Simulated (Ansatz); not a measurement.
Take BP in the zinc blende structure (space group F-43m, No. 216; a = 4.520 Å) as the base. Axes: x, y, z lie along the cube axes.

Modification: uniaxial stress, 2 GPa tension along z, with the cell and atoms free to relax against it.

Levels (all Ansatz, a first-principles code, PAW): PBEsol (420 eV, scalar-relativistic without spin-orbit coupling); HSE06+SOC (420 eV, spin-orbit coupling included).

The geometry is relaxed with PBEsol.

- PBEsol band gap: 1.08 eV
- PBEsol valence-band top at Γ: 0.00, 0.00, -0.07 eV

Q: How does going to HSE06+SOC change the band gap and valence-band top at Γ?

A: The band gap increases by 0.81 eV to 1.89 eV; the valence-band top at Γ (three highest Kramers pairs, from the VBM) becomes 0.00, -0.02, -0.10 eV (PBEsol: 0.00, 0.00, -0.07 eV).

Single points use the geometry relaxed with PBEsol. HSE06 was sampled on its mesh, a few special points and the semilocal edge points, so its gap is an upper bound. The spin-orbit shifts are approximate. Load acts through the strain it causes; cell and atoms are relaxed under it. Beyond what the load breaks, stability against distortions was not tested.
